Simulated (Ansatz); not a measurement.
**Al on the Si site + 1 H (4H silicon carbide host)**

Level of theory: HSE06, PAW (plane waves to 420 eV; Ansatz, a quantum-chemistry and plane-wave program). Details: 96-site cell; lattice scaled to a tabulated measured volume, 10.36 Å³ a site; 2×2×2 shifted k-points; start: the Si(k) site; H antibonding at the neighbour; energies good to tenths of an eV; relaxed from one start, so a lower configuration may exist; atoms relaxed at one k-point, and further on this mesh where forces passed 0.1 eV/Å.

Neighbours after relaxation, in Å: of the Al atom: C 1.95, C 1.95, C 1.97, C 2.10; of the H atom: C 1.10, Si 1.99, Si 2.00, Si 2.00, C 2.18, C 2.18.

The name describes the start; the neighbours show where the atoms ended.

| charge | moment (μB) | largest move off a lattice site (Å) |
|---|---|---|
| 0 | not spin-polarised | 0.20 |
